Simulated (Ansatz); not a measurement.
The reference is Hf in the hcp (Mg type) structure (space group P6_3/mmc, No. 194).

```yaml
crystal:
  lattice:
    - [3.20412, 0.00000, 0.00000]
    - [-1.60206, 2.77485, 0.00000]
    - [0.00000, 0.00000, 5.06894]
  atoms:
    - { symbol: Hf, position: [0.33333, 0.66667, 0.75000] }
    - { symbol: Hf, position: [0.66667, 0.33333, 0.25000] }
```

Computed with PBE (Ansatz, an electronic-structure program; PAW; 420 eV plane waves; no SOC), earlier PAW set.

For the base:

| Item | Value |
|---|---|
| Lattice parameter a | 320.4 pm |
| c/a ratio | 1.582 |
| Band gap | zero |

Modification: every Hf is replaced by Lu, then cell and atoms are relaxed.

### Question
How does this affect the lattice parameter a, c/a ratio and band gap?

### Answer
The lattice parameter a rises by 30.3 pm (320.4 pm → 350.7 pm); the c/a ratio falls by 0.025 (1.582 → 1.557); the band gap stays zero.

Whether these cells are dynamically stable was not tested. All final runs are without spin polarisation.
